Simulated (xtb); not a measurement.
xtb 6.7.1, GFN2-xTB: Ga(Cl)2(SMe) (C[S][Ga]([Cl])[Cl]), 8 atoms. The geometry is a generated start, not checked to be a minimum at this level.

```yaml
run_flags: --grad
method: GFN2-xTB
"--acc": 1 (default)
"--etemp (K)": 300 (default)
basis_functions: 47
valence_electrons: 30
```

```xyz
8

Ga     0.3085    -0.0606     1.6790
Cl     0.4794    -0.9327     3.5743
Cl     0.9560     1.9249     1.3771
S     -0.5978    -1.2141    -0.0194
C     -0.3194    -0.0834    -1.4417
H     -0.1371     0.9341    -1.1062
H     -1.2188    -0.1205    -2.0522
H      0.5292    -0.4476    -2.0109
```

One run each on 1 thread. Values of broydamp tried: 0.02, 0.05, 0.1, 0.2, 0.4 (default), 0.6, 0.8, 1.

Which value of broydamp needs the fewest SCC iterations, and what happens away from it?

Fewest SCC iterations, within one of each other: 0.4 (default) with 14, 0.6 with 14, 0.8 with 14, 1 with 14. The count rises to 24 at 0.02. All converge to one solution.

| broydamp | SCC iterations | end |
|---|---|---|
| 0.02 | 24 | same solution |
| 0.05 | 21 | same solution |
| 0.1 | 19 | same solution |
| 0.2 | 17 | same solution |
| 0.4 (default) | 14 | same solution |
| 0.6 | 14 | same solution |
| 0.8 | 14 | same solution |
| 1 | 14 | same solution |
